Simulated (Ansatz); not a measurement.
**Effective masses and thermopower of BN under load (space group P6_3mc)**

Given:

```xyz
4
Lattice="2.5851 0.0000 0.0000 -1.2925 2.2388 0.0000 0.0000 0.0000 4.2751" Properties=species:S:1:pos:R:3 pbc="T T T"
B      0.0000     1.4925     0.0002
B      1.2925     0.7463     2.1378
N      0.0000     1.4925     1.6029
N      1.2925     0.7463     3.7405
```

Calculation: PBE, rigid bands (plane waves, PAW, scalar-relativistic; Ansatz, a first-principles code). Condition of this run: hydrostatic pressure of -18 GPa (compression positive) (the target of the relaxation). How the cell was made: cell and atoms relaxed with PBEsol, then loaded as said.

* **band gap**: 5.29 eV
* **electron conductivity mass (300 K, dilute)**: 0.53 (x), 0.53 (y), 0.32 (z) mₑ
* **hole conductivity mass (300 K, dilute)**: 0.85 (x), 0.85 (y), 1.32 (z) mₑ
* **effective density of states N_c (300 K)**: 1.4e19 cm⁻³
* **effective density of states N_v (300 K)**: 4.9e19 cm⁻³
* **density-of-states mass, electrons**: 0.68 mₑ
* **density-of-states mass, holes**: 1.56 mₑ
* **Seebeck coefficient, n-type 1e19 cm⁻³, 300 K**: -254 μV/K
* **best n-type power factor at 300 K for τ = 10 fs (best axis; densities from 1e16 to 1e21 cm⁻³ tried, whether or not they can be reached)**: 7.6 μW/(cm·K²) at 3e19 cm⁻³
* **Seebeck coefficient, p-type 1e19 cm⁻³, 300 K**: 353 μV/K
* **best p-type power factor at 300 K for τ = 10 fs (best axis; densities from 1e16 to 1e21 cm⁻³ tried, whether or not they can be reached)**: 9.4 μW/(cm·K²) at 1e20 cm⁻³

Rigid bands; masses and Seebeck coefficients take one relaxation time τ for all states and one kind of carrier; polarons and phonon drag are left out. Spin-orbit coupling is left out. Geometry: cell and atoms relaxed with PBEsol.
